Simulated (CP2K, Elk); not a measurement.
An Elk input for a self-consistent single point of Hg₃Pt (I4/mmm, 4 atoms in the cell) (DFT, LDA (PW92), all-electron FP-LAPW, Elk's shipped species files, APW+lo basis with extra local orbitals):

```
tasks
  0

rgkmax
  7.5

gmaxvr
  14.0

nxlo
  2

lorbcnd
  .true.

lmaxi
  3

swidth
  0.00367493

maxscl
  100

avec
   -3.8931022681    3.8931022681    8.5791279489
    3.8931022681   -3.8931022681    8.5791279489
    3.8931022681    3.8931022681   -8.5791279489

sppath
  './'

atoms
  2
  'Hg.in'
  3
  0.7500000000  0.2500000000  0.5000000000    0.0 0.0 0.0
  0.2500000000  0.7500000000  0.5000000000    0.0 0.0 0.0
  0.5000000000  0.5000000000  0.0000000000    0.0 0.0 0.0
  'Pt.in'
  1
  0.0000000000  0.0000000000  0.0000000000    0.0 0.0 0.0

ngridk
  8 8 8
```

Task: Write the same calculation as an input for CP2K.

Result: This is the input that was run; spellings and numerical settings could be chosen otherwise.

```
&GLOBAL
  PROJECT scf
  RUN_TYPE ENERGY_FORCE
  PRINT_LEVEL MEDIUM
&END GLOBAL
&FORCE_EVAL
  METHOD Quickstep
  STRESS_TENSOR ANALYTICAL
  &DFT
    BASIS_SET_FILE_NAME BASIS_MOLOPT
    POTENTIAL_FILE_NAME GTH_POTENTIALS
    &QS
      METHOD GPW
      EPS_DEFAULT 1E-10
    &END QS
    &MGRID
      CUTOFF 500
      REL_CUTOFF 60
      NGRIDS 5
    &END MGRID
    &SCF
      SCF_GUESS ATOMIC
      EPS_SCF 1E-6
      MAX_SCF 100
      ADDED_MOS 10
      &DIAGONALIZATION
        ALGORITHM STANDARD
      &END DIAGONALIZATION
      &MIXING
        METHOD BROYDEN_MIXING
        ALPHA 0.2
        NBUFFER 12
      &END MIXING
      &SMEAR ON
        METHOD FERMI_DIRAC
        ELECTRONIC_TEMPERATURE [K] 1160.45
      &END SMEAR
    &END SCF
    &KPOINTS
      SCHEME MONKHORST-PACK 8 8 8
      GAMMA_CENTERED T
    &END KPOINTS
    &XC
      &XC_FUNCTIONAL PADE
      &END XC_FUNCTIONAL
    &END XC
    &PRINT
      &MO
        EIGENVALUES T
        OCCUPATION_NUMBERS T
        NDIGITS 8
        FILENAME mo
        &EACH
          QS_SCF 0
        &END EACH
        ADD_LAST NUMERIC
      &END MO
      &MULLIKEN ON
      &END MULLIKEN
    &END PRINT
  &END DFT
  &SUBSYS
    &CELL
      ABC 5.39433600 5.39433681 5.39433597
      ALPHA_BETA_GAMMA 135.09614372 135.09614699 65.38084984
      PERIODIC XYZ
    &END CELL
    &COORD
      SCALED
      Hg       0.75000000     0.25000000     0.50000000
      Hg       0.25000000     0.75000000     0.50000000
      Hg       0.50000000     0.50000000     0.00000000
      Pt       0.00000000     0.00000000     0.00000000
    &END COORD
    &KIND Hg
      BASIS_SET DZVP-MOLOPT-SR-GTH
      POTENTIAL GTH-PADE-q12
    &END KIND
    &KIND Pt
      BASIS_SET DZVP-MOLOPT-SR-GTH
      POTENTIAL GTH-PADE-q18
    &END KIND
  &END SUBSYS
  &PRINT
    &FORCES ON
    &END FORCES
    &STRESS_TENSOR ON
    &END STRESS_TENSOR
  &END PRINT
&END FORCE_EVAL
```

Basis, cutoffs, solver keys and any potentials are the target program's own. This input uses DFT LDA (Pade form), GPW, DZVP-MOLOPT-SR-GTH basis, GTH-PADE potentials (GTH_POTENTIALS). LDA parametrisations can differ slightly between programs.

The starting cell comes from a database of computed structures (which also holds hypothetical and non-ambient phases and stackings), without a prior relaxation at this level. For this run, on top of that: lattice scaled by 0.98.
